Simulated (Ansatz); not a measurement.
TiO2: transverse stress against strain

TiO2 (anatase, I4_1/amd, 11.666 Å³/atom and stress up to 0.01 GPa in the relaxed cell, c along z) under a strain ε along c (axis z), the other axes held. PBE in Ansatz, a plane-wave DFT program (PAW, default set), 420 eV, 12×12×12 Γ-centred mesh, Fermi-Dirac smearing 0.05 eV; ions are relaxed, or left where forces stay under 0.02 eV/Å, within the symmetry of each cell. Stress is positive for a compressed cell.

Here s stands for strain and y for stress xx.

```csv
strain (%),stress xx (GPa)
-3.00,?
-1.20,1.72
-0.60,0.85
0.00,0.00
0.60,-0.84
1.20,-1.67
```

Fit y of the 5 rows that show it with a straight line. Means: s 0, y 0.012. About the means, the sum of products is -5.0820 and the sum of squares of s is 3.6000; the slope is their ratio. Least squares gives y = 0.012 - 1.4117·s. Residuals (row less fit): 0.014, -0.009, -0.012, -0.005, 0.012; standard error 0.014 (degrees of freedom: 3). The slope gives the elastic constant C13 = 141.2 ± 0.7 GPa (± standard error of the fit, which holds the terms cut off).

Problem. What does the fit predict for y at s = -3.00, and how far is the calculated value from it?

Solution. y = 0.012 - 1.4117 × (-3.0) = 4.247 GPa. The calculation gives 4.41 GPa, 0.163 GPa above the prediction (2.7 % of the range of y in the table). The row lies outside the fitted rows, so this is an extrapolation. From the scatter of the fitted rows alone, a prediction at this place has a standard error of 0.027 GPa, so the miss is 6.0 times that.

A polynomial of degree 2 through the 10 other runs of the series gives 4.42 there, so most of the miss is curvature that the fit leaves out. The primitive cell can neither tilt nor turn polar against its symmetry, as such crystals can under strain. TiO2 is here one of several forms; rutile is the usual stable one. Rows are the converged runs of the series near zero and its far end; series whose fitted rows scatter by over a few per cent of the range, as at a crossing or softening among them, aren't shown in this form, nor equations of state whose B0' disagrees with the runs' pressures. Most that stay on the fit to the last digits aren't either.
